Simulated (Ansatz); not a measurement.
# Response to strain in GaP

Base system: GaP in the zinc blende structure (space group F-43m, No. 216).

```
GaP
1.0
    0.00000     2.75299     2.75299
    2.75299     0.00000     2.75299
    2.75299     2.75299     0.00000
Ga P
1 1
Direct
  0.00000   0.00000   0.00000
  0.25000   0.25000   0.25000
```

Strains are applied to the cell and any free atomic positions relax.

All numbers come from PBE (Ansatz, a first-principles code; PAW; 420 eV plane waves; no spin-orbit coupling).

Notes on the quantities. energy relative to the base: free energy F.

```json
[
 {"isotropic strain (%)": "-2.5", "energy relative to the base (meV/atom)": "30.8"},
 {"isotropic strain (%)": "-1.5", "energy relative to the base (meV/atom)": "10.7"},
 {"isotropic strain (%)": "-1", "energy relative to the base (meV/atom)": "?"},
 {"isotropic strain (%)": "-0.5", "energy relative to the base (meV/atom)": "1.2"},
 {"isotropic strain (%)": "0", "energy relative to the base (meV/atom)": "0.0"},
 {"isotropic strain (%)": "1", "energy relative to the base (meV/atom)": "4.3"},
 {"isotropic strain (%)": "1.5", "energy relative to the base (meV/atom)": "9.6"},
 {"isotropic strain (%)": "2.5", "energy relative to the base (meV/atom)": "25.7"},
 {"isotropic strain (%)": "3", "energy relative to the base (meV/atom)": "36.4"}
]
```

**Question.** Fit ΔE = Aε² + Bε³ (ε in %) to the rows shown and predict the withheld row.

**Answer.** Least squares on the printed values gives A = 4.52 and B = -0.16 meV/atom (largest residual 0.1 meV/atom); this predicts 4.7 meV/atom, and the run gives 4.7 meV/atom, in agreement.

Whether these cells are dynamically stable was not tested. The real GaP has an indirect gap at ambient pressure; PBE orders its close-lying valleys differently.
